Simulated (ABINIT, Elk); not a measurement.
An Elk input for a self-consistent single point of Al₂Pd (Fm-3m, 3 atoms in the cell) (DFT, LDA (PW92), all-electron FP-LAPW, Elk's shipped species files, default APW+lo basis):

```
tasks
  0

xctype
  3

rgkmax
  7.0

rmtscf
  0.94

stype
  0

swidth
  0.00499791

scale
  7.882562427

avec
    0.0000000000    0.7071067812    0.7071067812
    0.7071067812    0.0000000000    0.7071067812
    0.7071067812    0.7071067812    0.0000000000

sppath
  './'

atoms
  2   : nspecies
  'Al.in'   : spfname
  2   : natoms; atposl, bfcmt below
  0.2500000000  0.2500000000  0.2500000000    0.0 0.0 0.0
  0.7500000000  0.7500000000  0.7500000000    0.0 0.0 0.0
  'Pd.in'   : spfname
  1   : natoms; atposl, bfcmt below
  0.0000000000  0.0000000000  0.0000000000    0.0 0.0 0.0

ngridk
  7 7 7
```

Q: Write the same calculation as an input for ABINIT.

A: This is the input that was run; spellings and numerical settings could be chosen otherwise.

```
# Al2Pd, JTH v2.0 LDA PAW
pp_dirpath "./"
pseudos "Al.LDA_PW-JTH.xml, Pd.LDA_PW-JTH.xml"
acell 7.8825624266 7.8825624266 7.8825624266
rprim
         0.0000000000    0.7071067812    0.7071067812
         0.7071067812   -0.0000000000    0.7071067812
         0.7071067812    0.7071067812   -0.0000000000
natom 3
ntypat 2
znucl 13 46
typat 1 1 2
xcart
         1.4747675000    1.4747675000    1.4747675000
         4.4243025000    4.4243025000    4.4243025000
         0.0000000000    0.0000000000    0.0000000000
      Angstrom
ecut 24
pawecutdg 48
pawxcdev 0
ixc 7
occopt 7
tsmear 0.136 eV
nband 17
kptopt 1
ngkpt 7 7 7
nshiftk 1
shiftk 0 0 0
nstep 60
tolvrs 1.0e-11
prtwf 0
prtden 0
enunit 1
```

Basis, cutoffs, solver keys and any potentials are the target program's own. This input uses DFT, LDA (PW92), plane waves, PAW (JTH v2.0 LDA PAW). LDA parametrisations can differ slightly between programs.

The starting cell comes from a database of computed structures (which also holds hypothetical and non-ambient phases and stackings), without a prior relaxation at this level.
